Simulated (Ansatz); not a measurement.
Functionals compared on a constructed model of the (111) surface of fcc Ir, a pseudomorphic layer of Mg in the host's stacking (bottom of the slab: a bare face, its two planes held), in Ansatz (plane waves, PAW). The structure was relaxed with PBE; the other rows are single points on it. Cutoff 420 eV (500 eV for r2SCAN).

Model: 7-atom slab, 13.7 Å thick at the start with caps and adatoms (thin: gaps and levels are the slab's own), 16x16x1 mesh, Fermi-Dirac 0.1 eV, dipole correction, 2 atoms held, the rest relaxed; held to the start's symmetry, so lower structures may exist; no spin, no spin-orbit, no U. In PBE it lies 0.02 eV a 1x1 cell over the lowest computed structure of the same composition (a pseudomorphic layer of Mg in the other hollow). These notes are the PBE run's.

```
functional  work function of the top face (eV)          rough cost of the single point
----------  ----------------------------------  --------------------------------------
PBE                                       4.12                                       –
RPBE                                       [?]  about 29 core-seconds (a rough figure)
r2SCAN                                    4.21                 roughly 60 core-seconds
```

Q: Complete the blanks.

A: 
- RPBE, work function of the top face (eV): 4.06

Ansatz is a first-principles code.
